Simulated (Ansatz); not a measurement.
## Response to strain in AlN

Take AlN in the wurtzite structure (space group P6_3mc, No. 186) as the base.

```xyz
4
Lattice="3.1138 0.0000 0.0000 -1.5569 2.6966 0.0000 0.0000 0.0000 4.9833" Properties=species:S:1:pos:R:3 pbc="T T T"
Al     0.0000     1.7978     4.9833
Al     1.5569     0.8989     2.4917
N      0.0000     1.7978     1.9037
N      1.5569     0.8989     4.3953
```

Strains are applied to the cell and any free atomic positions relax.

Calculations: PBEsol/PAW in Ansatz (a quantum-chemistry and plane-wave program), no SOC.

Notes on the quantities. pressure: mean of the normal stresses, compression positive.

| isotropic strain (%) | pressure (GPa) |
|---|---|
| -3 | 21.9 |
| -2.4 | 16.9 |
| -1.8 | 12.2 |
| -1.2 | 7.8 |
| -0.6 | ? |
| 0 | 0.0 |

Task: Fit P = P₀ − Bδ + Cδ² with δ = (1 + ε)³ − 1 to the rows shown and predict the withheld row.

Result: Least squares on the printed values gives P₀ = 0.0 GPa, B = 198 GPa (at held cell shape), C = 607 GPa (largest residual 0.0 GPa); this predicts 3.7 GPa, and the run gives 3.8 GPa, in agreement.

Stability against distortions was not tested.
